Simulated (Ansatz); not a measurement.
# Effect of pressure 1.5 GPa on HfO2

Take HfO$_{2}$ (space group Pca2_1, No. 29; a = 5.247 Å, b = 5.030 Å, c = 5.059 Å) as the base.

One thing is altered: cell and atoms relaxed at a pressure of 1.5 GPa.

All numbers come from r2SCAN in Ansatz (plane waves to 500 eV, PAW, scalar-relativistic without spin-orbit coupling). Γ-centred 5×5×5 mesh, Fermi–Dirac width 0.05 eV.

```csv
quantity,base,changed,shift
volume per atom,11.13 Å³,11.05 Å³,-0.074 Å³
enthalpy H = E + PV relative to the base's energy,–,+0.10 eV/atom,–
band gap,4.97 eV,4.99 eV,+0.02 eV
gap character,"indirect, Γ → k = (0.200, 0.400, 0.400) in the run's primitive reciprocal basis","indirect, Γ → k = (0.200, 0.400, 0.400) in the run's primitive reciprocal basis",–
smallest direct gap,5.17 eV,5.18 eV,+0.01 eV
width of the top valence band,0.83 eV,0.83 eV,0.00 eV
"valence-band top at Γ (three highest levels, from the VBM)","0.00, -0.06, -0.18 eV","0.00, -0.05, -0.18 eV",–
```

Final structure:

```yaml
crystal:
  lattice:
    - [5.23471, 0.00000, 0.00000]
    - [0.00000, 5.02075, 0.00000]
    - [0.00000, 0.00000, 5.04715]
  atoms:
    - { symbol: Hf, position: [0.03253, 0.26728, 0.24785] }
    - { symbol: Hf, position: [0.96747, 0.73272, 0.74785] }
    - { symbol: Hf, position: [0.53253, 0.73272, 0.24785] }
    - { symbol: Hf, position: [0.46747, 0.26728, 0.74785] }
    - { symbol: O, position: [0.36791, 0.07130, 0.11013] }
    - { symbol: O, position: [0.63209, 0.92870, 0.61013] }
    - { symbol: O, position: [0.86791, 0.92870, 0.11013] }
    - { symbol: O, position: [0.13209, 0.07130, 0.61013] }
    - { symbol: O, position: [0.23340, 0.53986, 0.99802] }
    - { symbol: O, position: [0.76660, 0.46014, 0.49802] }
    - { symbol: O, position: [0.73340, 0.46014, 0.99802] }
    - { symbol: O, position: [0.26660, 0.53986, 0.49802] }
```

Spin-orbit coupling, missing from the scalar runs, can matter with Hf. Load acts through the strain it causes; cell and atoms are relaxed under it. Stability against distortions was not tested. This is not the structure that HfO2 has at room temperature and ambient pressure.

Ansatz is a first-principles code.
